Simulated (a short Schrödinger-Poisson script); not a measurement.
Structure: MOS inversion layer, SiO2 on p-type Si(100), at 300 K.

| layer | material | thickness (nm) | Na (cm⁻³) |
|---|---|---|---|
| 1 | SiO2 | 3.7 | - |
| 2 | Si | 860 | 2.5e17 |

The device is made up for the run: typed textbook-type constants, with dimensions and the other settings drawn at random. SiO2: permittivity 3.9, conduction-band edge (eV) 3.15, gap (eV) 9, electron mass (mₑ) 0.5. Si: permittivity 11.7, conduction-band edge (eV) 0, gap (eV) 1.124, Nv at 300 K (cm⁻³) 3.1e19.

Channel valleys (confinement mass, in-plane density-of-states mass, number): Δ2 0.916, 0.19, 2; Δ4 0.19, 0.417, 4. At the gate the conduction-band edge of layer 1 lies 3.34 eV − eVg above the Fermi level of the channel; the field vanishes at the back. Gaps are held at their typed values at every temperature. Mesh 0.03 nm at interfaces.

From a short Schrödinger-Poisson script (our own, NumPy): 1D Poisson equation in equilibrium, electrons quantum, Hartree (BenDaniel-Duke, 12 states a valley, the channel's in-plane mass for all, wave functions free to enter the dielectric), parabolic valleys, classical holes, full ionisation, no traps, pinning or gate leakage.

The same stack at other levels of the model or other numerical settings:

| run | sheet density of all electrons at Vg = 2.7 V (cm⁻²) | sheet density of all electrons at Vg = 0.9 V (cm⁻²) | capacitance at Vg = 2.7 V (μF/cm²) | centroid of the channel electrons at Vg = 2.7 V (nm) | rough cost against the base |
|---|---|---|---|---|---|
| base | 1.13e13 | 1.91e12 | 0.855 | 1.40 | about 1 |
| electrons treated as classical, Boltzmann | 1.24e13 | 2.31e12 | 0.912 | … | 0.03 |
| electrons treated as classical, Fermi-Dirac | … | 2.28e12 | 0.886 | 0.63 | 0.2 |
| mesh six times as coarse | 1.12e13 | 1.91e12 | 0.854 | 1.40 | 0.2 |
| one subband a valley | 1.12e13 | 1.90e12 | 0.855 | … | 0.4 |

Task: Fill in the missing entries.

Result: 
- electrons treated as classical, Boltzmann, centroid of the channel electrons at Vg = 2.7 V (nm): 0.43
- one subband a valley, centroid of the channel electrons at Vg = 2.7 V (nm): 1.36
- electrons treated as classical, Fermi-Dirac, sheet density of all electrons at Vg = 2.7 V (cm⁻²): 1.21e13

The classical rows ignore confinement, and Boltzmann statistics overrate the density once the band edge passes the Fermi level.
